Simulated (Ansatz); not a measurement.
Consider MgS in the rock salt structure (space group Fm-3m, No. 225; a = 5.182 Å).

One thing is altered: a hydrostatic pressure of 10 GPa.

Levels (all Ansatz, a quantum-chemistry and plane-wave program, PAW): PBEsol (420 eV, spin-orbit coupling left out); r2SCAN (500 eV, no spin-orbit coupling); HSE06 (420 eV, spin-orbit coupling left out).

At the geometry relaxed with PBEsol, these levels gave the following band gaps, in shuffled order: (a) 4.07 eV, (b) 2.92 eV, (c) 3.70 eV.

Question: Match each gap to its level.

Answer: (a) HSE06; (b) PBEsol; (c) r2SCAN.

Single points use the geometry relaxed with PBEsol. HSE06 gaps are upper bounds (no full band path). Load acts through the strain it causes; cell and atoms are relaxed under it. No phonon test of stability was made. No other phases were tried under pressure.
